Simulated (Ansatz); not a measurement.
# Pressure series in CdSiP2

Consider CdSiP2 in the chalcopyrite structure (space group I-42d, No. 122).

```
CdSiP2
1.0
   -2.82205     2.82205     5.24998
    2.82205    -2.82205     5.24998
    2.82205     2.82205    -5.24998
Cd Si P
2 2 4
Direct
  0.75000   0.25000   0.50000
  0.00000   0.00000   0.00000
  0.25000   0.75000   0.50000
  0.50000   0.50000   0.00000
  0.16768   0.12500   0.54268
  0.58232   0.62500   0.45732
  0.37500   0.83232   0.95732
  0.87500   0.41768   0.04268
```

Cell and atoms are relaxed at each pressure.

The values are results of PBEsol (Ansatz, a quantum-chemistry and plane-wave program), without spin-orbit coupling, not measurements.

Two rows of this table had their results exchanged by mistake.

```csv
pressure,volume per atom (Å³),shortest distance (Å),band gap
pressure −2 GPa,19.12,2.194,0.99 eV
pressure −1 GPa,21.17,2.263,1.27 eV
pressure 1.8 GPa,20.48,2.240,1.19 eV
pressure 4.2 GPa,19.97,2.223,1.12 eV
pressure 9 GPa,21.45,2.272,1.30 eV
pressure 18 GPa,17.91,2.150,0.72 eV
pressure 30 GPa,13.71,2.297,zero
pressure 45 GPa,12.88,2.260,zero
pressure 60 GPa,12.25,2.227,zero
```

Q: Which two?

A: The rows for pressure −2 GPa and pressure 9 GPa: the volume has to fall steadily with pressure, so 21.45 Å³ belongs to pressure −2 GPa and 19.12 Å³ to pressure 9 GPa.

The mesh was chosen for an insulator and is coarse for the gapless case. From pressure 30 GPa on, the axis ratios lie over 15 % from the base's, so the cell there is far from its starting form. Load acts through the strain it causes; cell and atoms are relaxed under it. Stability against distortions was not tested. Competing high-pressure phases were not computed. The final runs are not spin-polarised.
